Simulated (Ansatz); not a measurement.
**InP: band gap against strain**

InP (zinc blende, F-43m, 24.730 Å³/atom at rest, cube axes along x, y and z) under a strain ε along a cube axis (axis z), the other axes held. LDA in Ansatz, a plane-wave DFT program (PAW, default set), 420 eV, 10×10×10 Γ-centred mesh, Fermi-Dirac smearing 0.05 eV; ions are relaxed within the symmetry of each cell. Gaps are the smallest over the k-mesh and a band path, without spin-orbit coupling; in all rows the valence edge lies at Γ and the conduction edge at Γ.

Here s stands for strain and Eg for gap.

| strain (%) | gap (eV) |
|---|---|
| -3.00 | ? |
| -1.50 | 0.610 |
| -1.00 | 0.599 |
| -0.50 | 0.588 |
| 0.00 | 0.577 |

Taking a straight line for Eg over the 4 complete rows: Means: s -0.75000, Eg 0.5935. About the means, the sum of products is -0.027500 and the sum of squares of s is 1.2500; the slope is their ratio. Least squares gives Eg = 0.5770 - 0.02200·s. Residuals (row less fit): 0.0000, 0.0000, 0.0000, 0.0000; standard error 0.0000 (degrees of freedom: 2). Over these rows the gap moves by -2.2 ± 0.03 eV per unit strain.

Question: Estimate the missing Eg (s = -3.00); what did the run itself give?

Answer: Eg = 0.5770 - 0.02200 × (-3.0) = 0.6430 eV. The calculation gives 0.643 eV, which the fit meets to the printed digits. The row lies outside the fitted rows, so this is an extrapolation. The fitted rows scatter only by rounding.

Spin-orbit coupling is left out, which can shift this property for InP. Rows are the converged runs of the series near zero and its far end; series whose fitted rows scatter by over a few per cent of the range, as at a crossing or softening among them, aren't shown in this form. Most that stay on the fit to the last digits aren't either.
